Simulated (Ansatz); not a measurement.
Troubleshooting Ansatz (a first-principles code): a failed run on NaIr₃ (Pm-3m, 4 atoms in the cell). The aim is a self-consistent single point with DFT, PBE, plane waves, default PAW files.

Cell that was meant: a = 4.1220 Å, b = 4.1220 Å, c = 4.1220 Å, α = 90.00°, β = 90.00°, γ = 90.00°.

Part of the input:

Ansatz 0.2 input:
```yaml
  xc: pbe
  pseudopotentials: { kind: paw }
scf:
  occupations: { method: smearing, width: 0.1 }
output:
  forces: true
  eigenvalues: true
```

Log, with long lists cut:

```
Error: YAML parse error: error: line 18 column 26: unknown occupation method `smearing` (expected fermi_dirac | gaussian | methfessel_paxton | cold | fixed | tetrahedron | tetrahedron_uncorrected | explicit)
  --> <input>:18:26
   |
16 |   pseudopotentials: { kind: paw }
17 | scf:
18 |   occupations: { method: smearing, width: 0.1 }
   |                          ^ unknown occupation method `smearing` (expected fermi_dirac | gaussian | methfessel_paxton | cold | fixed | tetrahedron | [...]
19 | output:
20 |   forces: true
   |
```

### Question
Read the log: what does the program object to, and what is the fix?

### Answer
The fault is a value that the program does not know. The key takes a closed list of words, and names differ between codes. To fix it, use one of the words that the key accepts. The program stopped before any SCF iteration.

The sound input it was made from differs as follows (other fixes are possible):
```diff
-  occupations: { method: smearing, width: 0.1 }
+  occupations: { method: cold, width: 0.1 }
```

With that input, the run converged in 7 iterations: free energy E − TS (on the zero of these files) -37289.4088 eV; Fermi level (on the code's own zero) 15.20 eV; pressure -21.41 GPa (DFT, PBE, plane waves, default PAW files).

On the sound input: the starting cell was generated: these elements placed on a structure prototype, without a prior relaxation; it need not be a known phase or ordering of this composition. Its lattice was rescaled by a random factor within 2.5 % of one. Spin polarisation is off. With a pressure of about -21 GPa the cell is away from its equilibrium volume at this level. Ansatz's pressure includes its estimate of the finite-basis (Pulay) stress.
